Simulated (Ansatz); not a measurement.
OsC (model structure, F-43m, No. 216, 2 atoms in the cell), treated with PBE (PAW; Ansatz, an electronic-structure program).

Numerical settings: plane-wave cutoff 520 eV, 12×12×12 k mesh, Fermi–Dirac smearing 0.01 eV, no spin polarisation, scalar-relativistic PAW data made under PBE.

Cell (relaxed at this level):

```
OsC
1.0
    0.00000     2.30197     2.30197
    2.30197     0.00000     2.30197
    2.30197     2.30197     0.00000
Os C
1 1
Direct
  0.00000   0.00000   0.00000
  0.25000   0.25000   0.25000
```

Task: What does this level give for the band gap, smallest direct gap on the k points sampled and direct gap at Γ?

Result: 
band gap: 0.11 eV
smallest direct gap on the k points sampled: 0.54 eV
direct gap at Γ: 4.73 eV

Note: the relaxation could raise the start's symmetry but not lower it, so the cell can be a saddle point.

Spin–orbit coupling is not included; it can close the smallest gap of 0.11 eV.

The computed numbers hold no vibrational or temperature effects.

The result took about 5 core-seconds (a rough figure).

A model structure was made by putting elements into a prototype or built by hand; it is no filed structure, need not be a known phase, and can be a saddle point held by its symmetry.
